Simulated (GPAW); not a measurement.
GPAW 25.7.0, DFT, PBE, plane waves, PAW datasets of gpaw-data 1.0.1: TaSi2 (from the phase in space group 180, mp-517) (Si6Ta3), 9 atoms. Basis and mesh were picked for this test and aren't claimed converged.

- cell: 4.77, 4.77, 6.52 Å; 90, 90, 120°
- task: scf
- mode.name: pw
- mode.ecut: 350 eV
- xc: PBE
- k mesh: 4×4×4
- kpts.gamma: true
- occupations.name: fermi-dirac
- occupations.width: 0.02 eV
- convergence.density (electrons an electron): 1e-05
- maxiter: 150
- parallel.kpt: 2
- parallel.band: 1
- parallel.domain: 1
- parallel.sl_auto: false
- parallel.augment_grids: true
- eigensolver.name: dav (default)
- eigensolver.niter: 2 (default)
- mixer.method: separate (default)
- convergence.eigenstates (eV² an electron): 4e-08 (default)
- convergence.energy (eV an electron): 0.0005 (default)
- k-points after symmetry: 21
- bands: 42
- electrons: 63
- plane waves: 1945
- coarse grid: 21*21*30
- symmetry operations: 4

Settings of this run: mixer.beta = 0.1, mixer.nmaxold = 1, mixer.weight = 50, mixer.backend = pulay; 2 ranks.

```
iteration  energy (eV)  log10 change of eigenstates  log10 change of density
---------  -----------  ---------------------------  -----------------------
2           -66.297374                        -0.88                    -1.19
3           -66.240103                        -2.23                    -1.22
4           -66.197531                        -2.84                    -1.27
5           -66.175416                        -3.00                    -1.31
6           -66.165090                        -3.21                    -1.36
7           -66.161213                        -3.48                    -1.41
8           -66.160857                        -3.75                    -1.46
9           -66.162407                        -4.00                    -1.51
10          -66.164937                        -4.21                    -1.56
11          -66.167899                        -4.38                    -1.61
12          -66.170965                        -4.53                    -1.66
13          -66.173942                        -4.66                    -1.71
14          -66.176722                        -4.79                    -1.75
15          -66.179250                        -4.90                    -1.80
…                    …                            …                        …
44          -66.194569                        -7.65                    -3.15
45          -66.194581                        -7.74                    -3.19
46          -66.194591                        -7.83                    -3.24
47          -66.194599                        -7.93                    -3.28
48          -66.194606                        -8.02                    -3.33
49          -66.194612                        -8.11                    -3.38
50          -66.194616                        -8.20                    -3.42
51          -66.194620                        -8.29                    -3.47
…                    …                            …                        …
79          -66.194636                       -10.89                    -4.73
80          -66.194636                       -10.98                    -4.77
81          -66.194636                       -11.07                    -4.81
82          -66.194636                       -11.16                    -4.86
83          -66.194636                       -11.25                    -4.90
84          -66.194636                       -11.34                    -4.95
85          -66.194636                       -11.44                    -4.99
86          -66.194636                       -11.53                    -5.04
```

It converged after 86 SCF iterations.

Question: The cycle is slow. Which setting should be changed?

Answer: Several could match; the one computed here: mixer.nmaxold = 5 (21 SCF iterations), all else kept. The other changes of this size gave: mixer.nmaxold = 10 (26). With more settings changed, the fewest of all runs of this system: mixer.beta = 0.6, mixer.nmaxold = 8, mixer.weight = 1 (11). The first change moves the result by: energy under 0.001 meV/atom, forces (largest component) 0.22 meV/Å. Counts are of single runs.
